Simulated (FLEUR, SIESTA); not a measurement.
A SIESTA input for a self-consistent single point of MgSb (R-3m, 2 atoms in the cell) (DFT, GGA PBEsol, numerical atomic orbitals DZP, PseudoDojo PBEsol standard norm-conserving potentials (rewritten from UPF to PSML)):

```
# files in the folder: Mg.psml Sb.psml (PseudoDojo PBEsol standard)
SystemName  MgSb
SystemLabel MgSb

NumberOfAtoms                2
NumberOfSpecies              2
%block ChemicalSpeciesLabel
  1 12 Mg
  2 51 Sb
%endblock ChemicalSpeciesLabel
LatticeConstant              1.0 Bohr
%block LatticeVectors
     3.627404885    2.094283308    7.593511053
    -3.627404885    2.094283308    7.593511053
     0.000000000   -4.188566617    7.593511053
%endblock LatticeVectors
AtomicCoordinatesFormat      Fractional
%block AtomicCoordinatesAndAtomicSpecies
     0.000000000    0.000000000    0.000000000  1
     0.500000000    0.500000000    0.500000000  2
%endblock AtomicCoordinatesAndAtomicSpecies

XC.functional                GGA
XC.authors                   PBEsol
PAO.BasisSize                DZP
PAO.EnergyShift              0.01 Ry
MeshCutoff                   400 Ry
%block kgrid.MonkhorstPack
   12   0   0  0.0
    0  12   0  0.0
    0   0  12  0.0
%endblock kgrid.MonkhorstPack
OccupationFunction           MP
OccupationMPOrder            0
ElectronicTemperature        0.136 eV

MaxSCFIterations             150
SCF.Mixer.Method             Pulay
SCF.Mixer.Weight             0.25
SCF.Mixer.History            8
SCF.DM.Tolerance             1.0E-04
Diag.ParallelOverK           true
WriteForces                  true
```

Q: Give the FLEUR input for the same structure, mesh, smearing and functional.

A: This is the input that was run; spellings and numerical settings could be chosen otherwise.

Input of the input generator:

```
scf MgSb
&input film=f /
1.9195400557 1.1082469679 4.0183130000
-1.9195400557 1.1082469679 4.0183130000
0.0000000000 -2.2164939357 4.0183130000
1.8897261246
1.0 1.0 1.0

2
12 0.0000000000 0.0000000000 0.0000000000
51 0.5000000000 0.5000000000 0.5000000000

&comp jspins=1 /
&exco xctyp='PBEs' /
&kpt div1=12 div2=12 div3=12 gamma=t /
&end /
```

```xml
<?xml version="1.0" encoding="UTF-8" standalone="no"?>
<fleurInput fleurInputVersion="0.39">
   <comment>
      scf MgSb                                                                                            
   </comment>
   <calculationSetup>
      <cutoffs Kmax="3.9" Gmax="13.7" GmaxXC="13.7" numbands="0"/>
      <scfLoop itmax="80" minDistance="0.00001" maxIterBroyd="40" imix="Anderson" alpha="0.05" precondParam="0.0" spinf="2.0"/>
      <coreElectrons ctail="T" frcor="F" kcrel="0" coretail_lmax="0"/>
      <xcFunctional name="PBEs" relativisticCorrections="F"/>
      <magnetism jspins="1"/>
      <soc l_soc="F" theta="0.0" phi="0.0" spav="F"/>
      <expertModes spex="0" secvar="F"/>
      <geometryOptimization l_f="T" forcealpha="1.0" forcemix="BFGS" epsdisp="0.00001" epsforce="0.00001"/>
      <ldaU l_linMix="F" mixParam="0.05" spinf="1.0"/>
   </calculationSetup>
   <cell>
      <bzIntegration valenceElectrons="25.0" mode="gauss" fermiSmearingEnergy="0.00499791">
         <kPointListSelection listName="default-1"/>
         <!-- k-points included here -->
         <xi:include xmlns:xi="http://www.w3.org/2001/XInclude" href="kpts.xml"> </xi:include>
      </bzIntegration>
      <!-- symmetry operations included here -->
      <xi:include xmlns:xi="http://www.w3.org/2001/XInclude" href="sym.xml"> </xi:include>
      <bulkLattice scale="1.0">
         <bravaisMatrix>
            <row-1>    3.6274049904724288     2.0942832477493676     7.5935110529197996</row-1>
            <row-2>   -3.6274049904724288     2.0942832477493676     7.5935110529197996</row-2>
            <row-3>    0.0000000000000000    -4.1885664953097619     7.5935110529197996</row-3>
         </bravaisMatrix>
      </bulkLattice>
   </cell>
   <atomSpecies>
      <species name="Magnesium (Mg)" element="Mg" atomicNumber="12">
         <mtSphere radius="2.09" gridPoints="721" logIncrement="0.016"/>
         <atomicCutoffs lmax="8" lnonsphr="6"/>
         <electronConfig flipSpins="F">
            <coreConfig>(1s1/2)</coreConfig>
            <valenceConfig>(2s1/2) (2p1/2) (2p3/2) (3s1/2)</valenceConfig>
         </electronConfig>
         <energyParameters s="3" p="3" d="3" f="4"/>
         <lo type="SCLO" l="0" n="2" eDeriv="0"/>
         <lo type="SCLO" l="1" n="2" eDeriv="0"/>
      </species>
      <species name="Antimony (Sb)" element="Sb" atomicNumber="51">
         <mtSphere radius="2.68" gridPoints="925" logIncrement="0.014"/>
         <atomicCutoffs lmax="10" lnonsphr="8"/>
         <electronConfig flipSpins="F">
            <coreConfig>(1s1/2) (2s1/2) (2p1/2) (2p3/2) (3s1/2) (3p1/2) (3p3/2) (4s1/2) (3d3/2) (3d5/2) (4p1/2) (4p3/2)</coreConfig>
            <valenceConfig>(5s1/2) (4d3/2) (4d5/2) (5p1/2) (5p3/2)</valenceConfig>
            <stateOccupation state="(5p1/2)" spinUp="0.5" spinDown="0.5"/>
            <stateOccupation state="(5p3/2)" spinUp="1.0" spinDown="1.0"/>
         </electronConfig>
         <energyParameters s="5" p="5" d="5" f="4"/>
         <lo type="SCLO" l="2" n="4" eDeriv="0"/>
      </species>
   </atomSpecies>
   <atomGroups>
      <atomGroup species="Magnesium (Mg)">
         <relPos label="                   1">.0000000000 .0000000000 .0000000000</relPos>
         <force calculate="T" relaxXYZ="TTT"/>
      </atomGroup>
      <atomGroup species="Antimony (Sb)">
         <relPos label="                   2">1.000/2.000 1.000/2.000 1.000/2.000</relPos>
         <force calculate="T" relaxXYZ="TTT"/>
      </atomGroup>
   </atomGroups>
   <output dos="F" band="F" slice="F">
      <checks vchk="F" cdinf="F"/>
      <bandDOS minEnergy="-.5*Htr" maxEnergy="0.5*Htr" sigma="0.015" storeEVData="T"/>
      <vacuumDOS vacdos="F" integ="F" star="F" nstars="0" locx1="0.0" locy1="0.0" locx2="0.0" locy2="0.0" nstm="0" tworkf="0.0"/>
      <unfoldingBand unfoldBand="F" supercellX="1" supercellY="1" supercellZ="1"/>
      <plotting iplot="0" polar="F">
         <plot TwoD="T" vec1="  1.0  0.0  0.0" vec2="  0.0  1.0  0.0" vec3="  0.0  0.0  1.0" zero="  0.0  0.0  0.0" file="plot"/>
      </plotting>
      <chargeDensitySlicing numkpt="0" minEigenval="0.0" maxEigenval="0.0" nnne="0" pallst="F"/>
      <specialOutput eonly="F"/>
      <magneticCircularDichroism mcd="F" energyLo="-10.0" energyUp="0.0"/>
   </output>
  <!-- We include the file relax.xml here to enable relaxations (see documentation) -->
  <xi:include xmlns:xi="http://www.w3.org/2001/XInclude" href="relax.xml"> <xi:fallback/> </xi:include>
</fleurInput>
```

Basis, cutoffs, solver keys and any potentials are the target program's own. This input uses DFT, PBEsol, all-electron FLAPW (FLEUR), scalar-relativistic valence.

The starting cell comes from a database of computed structures (which also holds hypothetical and non-ambient phases and stackings), without a prior relaxation at this level.
